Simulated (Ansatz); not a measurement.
# Cu: response to strain

Take Cu in the fcc (Cu type) structure (space group Fm-3m, No. 225; relaxed with 0.1 eV smearing) as the base.

```
Cu
1.0
    0.00000     1.78169     1.78169
    1.78169     0.00000     1.78169
    1.78169     1.78169     0.00000
Cu
1
Direct
  0.00000   0.00000   0.00000
```

Cartesian axes are those of the cell as printed.

Strains are applied to the cell and any free atomic positions relax; under biaxial strain the out-of-plane vector relaxes too.

Computed with plane-wave PAW DFT at the PBEsol level (Ansatz, a quantum-chemistry and plane-wave program, 420 eV), spin-orbit coupling left out, earlier PAW set.

Notes on the quantities. energy relative to the base: free energy F; pressure: mean of the normal stresses, compression positive.

```tsv
variant	space group	energy relative to the base	pressure
base	Fm-3m (No. 225)	0 meV/atom	0.0 GPa
biaxial strain −3.51 %, plane normal [111], relaxed out of plane	R-3m (No. 166)	+33 meV/atom	9.6 GPa
isotropic strain +1.36 %	Fm-3m (No. 225)	+9.4 meV/atom	-6.2 GPa
isotropic strain +5.55 %	Fm-3m (No. 225)	+133 meV/atom	-18.1 GPa
uniaxial strain ε_xx = +0.72 %	I4/mmm (No. 139)	+0.4 meV/atom	-1.2 GPa
uniaxial strain ε_zz = −4.66 %	I4/mmm (No. 139)	+17 meV/atom	9.1 GPa
uniaxial strain ε_zz = +1.31 %	I4/mmm (No. 139)	+1.3 meV/atom	-2.1 GPa
tensor shear ε_xy = −1.65 %	Immm (No. 71)	+3.6 meV/atom	0.2 GPa
tensor shear ε_xz = −1.44 %	Immm (No. 71)	(withheld)	(withheld)
tensor shear ε_yz = −1.53 %	Immm (No. 71)	+3.1 meV/atom	0.2 GPa
```

Task: What belongs in the blanks?

Result: 
- tensor shear ε_xz = −1.44 %, energy relative to the base: +2.8 meV/atom
- tensor shear ε_xz = −1.44 %, pressure: 0.1 GPa

No phonon test of stability was made. All final runs are without spin polarisation.
